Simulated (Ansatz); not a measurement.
The parent structure is Sn (space group I4_1/amd, No. 141; a = 5.950 Å, c = 3.214 Å; relaxed with 0.1 eV smearing). Axes: x, y, z lie along a, b, c of the conventional cell.

Calculations: PBE in Ansatz (plane waves to 420 eV, PAW, spin-orbit coupling left out), earlier PAW set.

For the base:

The volume per atom comes out as 28.44 Å³.

Now apply this change: biaxial strain −4.45 %, plane normal [001], relaxed out of plane (Cartesian); in-plane vectors clamped, the third vector and the atoms free.

**Question.** Predict the new volume per atom.

**Answer.** The volume per atom drops by 1.33 Å³, from 28.44 Å³ to 27.11 Å³.

**Question.** What does the calculation give for the in-plane stress after the change?

**Answer.** The mean in-plane stress (compression positive) is +4.8 GPa.

A biaxial case was relaxed in a doubled cell and then solved in the primitive one. No phonon test of stability was made.

Ansatz is an electronic-structure program.
